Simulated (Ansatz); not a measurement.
Input and report of a finite-temperature phonon run in Ansatz (PBEsol). The cell is fixed at its relaxed static size. Melting and transitions to other phases are not modelled.

Ansatz 0.2 input:
```yaml
crystal:
  lattice:
    - [3.9915770162, 0.0, 0.0]
    - [0.0, 3.9915770162, 0.0]
    - [0.0, 0.0, 3.9915770162]
  atoms:
    - { symbol: K, position: [0.0, 0.0, 0.0] }
    - { symbol: Mg, position: [0.5, 0.5, 0.5] }
    - { symbol: F, position: [0.0, 0.5, 0.5] }
    - { symbol: F, position: [0.5, 0.5, 0.0] }
    - { symbol: F, position: [0.5, 0.0, 0.5] }
kpoints:
  mp_grid: { grid: [6, 6, 6] }
hamiltonian:
  xc: pbesol
  pseudopotentials: { kind: paw }
scf:
  occupations: { method: fixed }
phonons:
  supercell: [2, 2, 2]
  self_consistent:
    temperatures: [300, 600]
    max_frequency_error: 3.0
    max_frames: 240
checkpoint:
  write: run
output:
  stress: true
```

```
--- Phonons at temperature: the self-consistent harmonic approximation ---
  24 frames of 40 atoms (2×2×2 cells), in populations of 8, 8 at 600 K and 8 at 300 K: nothing lacks frames
  of 24 their SCF's own steps read whether they stand on a minimum of the electronic energy; no probe, look outside the group or whole filling of a shell is made of a frame, whatever scf.lower_state_search; one on another minimum than the …
  at 300 K
    the largest error of a frequency is 0.06 times what was asked for; the fitted model misses 1.3 % of the forces, every mode counted alike and far frames for less, of frames that it was not fitted to; the frames count as 8.0 of this …
    softest of the free energy's second derivatives: 93.38 ± 0.20 cm⁻¹ at q 0.5000 0.5000 0.5000; not told ahead of this temperature's last population
    the crystal stands in this phase at this temperature, as far as these wave vectors tell
    the ions' mean positions are those at rest
    free energy -5837.425782 ± 0.000073 eV a cell, of which vibrations 0.067077; entropy 116.140 ± 0.035 J/(mol·K) of cells
      by the supercell's own 117 modes alone, which lack the rigid motions: not to be laid beside figures on a mesh. There are none: the force constants hold no dipole–dipole term between the supercell's wave vectors
      the supercell's own free energy is the best Gaussian's, an upper bound on the crystal's: what lies beyond it on the fitted surface stands below, to be added
    pressure 1.5331 ± 0.0063 GPa; at rest -0.0093, so that the ions' motion makes +1.5424
      stress (GPa, positive in compression): xx 1.5331 ± 0.0063, yy 1.5331 ± 0.0063, zz 1.5331 ± 0.0063, yz 0.0000 ± 0.0000, xz 0.0000 ± 0.0000, xy -0.0000 ± 0.0000
      by the supercell's own 117 modes alone, which lack the rigid motions: in the warmth about 1/40 of what the motion makes, which no ± holds; not to be laid beside figures on a mesh
    beyond the Gaussian, in the hollow that it stands in and those that the ions reach from there, by exact statistics on the surface that is fitted to the frames (rings of 6 beads):
      free energy -0.003690 ± 0.000152 eV a cell
      leaving out a pair of frames, or group of many, changes the fitted energy by up to 0.02 k_B T, T the rings' temperature (one standard deviation); of these ± those of the frequencies lack the bias that few frames leave, and those of …
      pressure +0.0116 ± 0.0032 GPa; with it, by the rings' own mean, 1.5447 ± 0.0066, so that the ions' motion makes +1.5539: by the supercell's own 117 modes alone, as the Gaussian's
      mean square displacement, over the three axes, of site 3 from 0, F, the most changed: 0.03182 ± 0.00012 Å², of which +0.00235 beyond the Gaussian's
      softest frequency by how far the rings' centres move (above zero always: no sign of whether the crystal stands): 93.53 ± 0.27 cm⁻¹ at q 0.5000 0.5000 0.5000
    frequencies (cm⁻¹; below zero: imaginary; ±: error) of the harmonic crystal, of the Gaussian, of the free energy's second derivatives, each in its own ascending order
      q 0.0000 0.0000 0.0000
           142.34      159.01 ±  0.12      154.72 ±  0.14
           142.34      159.01 ±  0.12      154.72 ±  0.14
           142.34      159.01 ±  0.12      154.72 ±  0.14
           180.72      189.66 ±  0.14      185.30 ±  0.35
           180.72      189.66 ±  0.14      185.30 ±  0.35
           180.72      189.66 ±  0.14      185.30 ±  0.35
           281.35      282.88 ±  0.12      281.08 ±  0.18
           281.35      282.88 ±  0.12      281.08 ±  0.18
           281.35      282.88 ±  0.12      281.08 ±  0.18
           461.54      470.17 ±  0.27      458.96 ±  0.38
           461.54      470.17 ±  0.27      458.96 ±  0.38
           461.54      470.17 ±  0.27      458.96 ±  0.38
      q 0.0000 0.0000 0.5000, and 2 like it
           116.58      126.87 ±  0.06      122.46 ±  0.24
           116.58      126.87 ±  0.06      122.46 ±  0.24
           124.72      131.41 ±  0.12      126.96 ±  0.14
           124.72      131.41 ±  0.12      126.96 ±  0.14
           166.51      176.01 ±  0.16      169.54 ±  0.40
           190.69      198.94 ±  0.14      193.53 ±  0.26
           199.48      208.51 ±  0.09      204.52 ±  0.17
           199.48      208.51 ±  0.09      204.52 ±  0.17
           221.45      229.72 ±  0.18      223.47 ±  0.20
           260.57      262.37 ±  0.09      260.22 ±  0.09
           260.57      262.37 ±  0.09      260.22 ±  0.09
           437.90      442.07 ±  0.14      431.83 ±  0.28
           450.87      453.28 ±  0.23      446.62 ±  1.22
           459.51      468.04 ±  0.13      456.40 ±  0.18
           459.51      468.04 ±  0.13      456.40 ±  0.18
      q 0.0000 0.5000 0.5000, and 2 like it
            86.16      102.59 ±  0.11       95.48 ±  0.35
           115.43      127.92 ±  0.16      120.94 ±  0.22
           129.80      140.16 ±  0.20      134.17 ±  0.32
           129.80      140.16 ±  0.20      134.17 ±  0.32
           198.36      207.75 ±  0.09      203.20 ±  0.11
           198.36      207.75 ±  0.09      203.20 ±  0.11
           201.24      208.69 ±  0.14      204.29 ±  0.17
           201.24      208.69 ±  0.14      204.29 ±  0.17
           216.52      215.19 ±  0.20      214.30 ±  0.19
           291.73      297.65 ±  0.11      293.63 ±  0.32
           343.29      349.41 ±  0.24      337.23 ±  0.28
           408.67      411.02 ±  0.22      403.81 ±  0.23
           408.67      411.02 ±  0.22      403.81 ±  0.23
           457.55      466.23 ±  0.22      454.21 ±  0.38
           470.45      474.81 ±  0.19      465.80 ±  0.28
      q 0.5000 0.5000 0.5000
            82.39       99.64 ±  0.11       93.38 ±  0.20
            82.39       99.64 ±  0.11       93.38 ±  0.20
            82.39       99.64 ±  0.11       93.38 ±  0.20
```

Cost: very roughly 60 core-minutes.

Ansatz is a quantum-chemistry and plane-wave program.
